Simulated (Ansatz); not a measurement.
## L1₀ (CuAu-type) CuAu

The numbers are results of PBE in Ansatz (plane waves, PAW), not measurements.

Run with plane-wave cutoff 520 eV, 20×20×16 k mesh (along the axes of the cell as run), Fermi–Dirac smearing 0.05 eV, no spin polarisation, scalar-relativistic PAW data made under PBE.

Cell (relaxed at this level):

```
AuCu
1.0
    2.86271     0.00000     0.00000
    0.00000     2.86271     0.00000
    0.00000     0.00000     3.66127
Cu Au
1 1
Cartesian
  0.00000   0.00000   0.00000
  1.43135   1.43135   1.83063
```

```json
{
  "bulk modulus B0": "140 GPa",
  "band_gap": "none",
  "pressure derivative B′ of the bulk modulus": "5.5"
}
```

Note: the bulk modulus comes from volumes at which shape and atoms were relaxed.

Spin–orbit coupling is not included; it can shift volumes and moduli of such heavy elements.

Ansatz is a first-principles code.
